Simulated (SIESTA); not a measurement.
Band structure of Te2Mo (P6_3/mmc, 6 atoms in the cell).

```yaml
crystal:
  lattice:
    - [3.62377, 0.00000, 0.00000]
    - [-1.81188, 3.13828, 0.00000]
    - [0.00000, 0.00000, 14.88654]
  atoms:
    - { symbol: Te, position: [0.33333, 0.66667, 0.62782] }
    - { symbol: Te, position: [0.66667, 0.33333, 0.37218] }
    - { symbol: Te, position: [0.66667, 0.33333, 0.12782] }
    - { symbol: Te, position: [0.33333, 0.66667, 0.87218] }
    - { symbol: Mo, position: [0.33333, 0.66667, 0.25000] }
    - { symbol: Mo, position: [0.66667, 0.33333, 0.75000] }
```

Computed with GGA PBE, numerical atomic orbitals DZP, PseudoDojo PBE standard norm-conserving potentials (rewritten from UPF to PSML) in SIESTA.

Settings: XC.functional = GGA; XC.authors = PBE; potentials = PseudoDojo PBE standard; PAO.BasisSize = DZP; PAO.EnergyShift = 0.005 Ry; MeshCutoff = 400 Ry; kgrid.MonkhorstPack = 5 5 1; OccupationFunction = FD; ElectronicTemperature = 116.05 K; MaxSCFIterations = 150; SCF.Mixer.Method = Pulay; SCF.Mixer.Weight = 0.2; SCF.Mixer.History = 8; SCF.DM.Tolerance = 1.0E-05.

The starting cell comes from a database of computed structures (which also holds hypothetical and non-ambient phases and stackings), without a prior relaxation at this level. Its lattice was rescaled by a random factor within 2.5 % of one. Spin-orbit coupling is off. Values carry the incompleteness of an atom-centred basis.

Problem. Predict the gap along the standard path and the places of the band edges.

Solution. The gap along the path is 0.88 eV, direct at K to within 0.01 eV. Another conduction valley lies within 0.1 eV, so the order of the valleys is not sure.

Levels in eV from the top of the valence band on the path, bands 43 to 47:
| point | 43 | 44 | 45 | 46 | 47 |
|---|---|---|---|---|---|
| Γ | -0.96 | -0.66 | -0.57 | -0.01 | 2.77 |
| M | -0.71 | -0.70 | -0.55 | -0.43 | 1.17 |
| K | -1.69 | -1.69 | -0.10 | 0.00 | 0.88 |
| A | -0.97 | -0.97 | -0.12 | -0.12 | 2.80 |
| L | -0.70 | -0.70 | -0.49 | -0.49 | 1.19 |
| H | -1.75 | -1.75 | -0.06 | -0.06 | 0.89 |

Higher empty bands are left out: an atom-centred basis made for the valence describes them poorly.
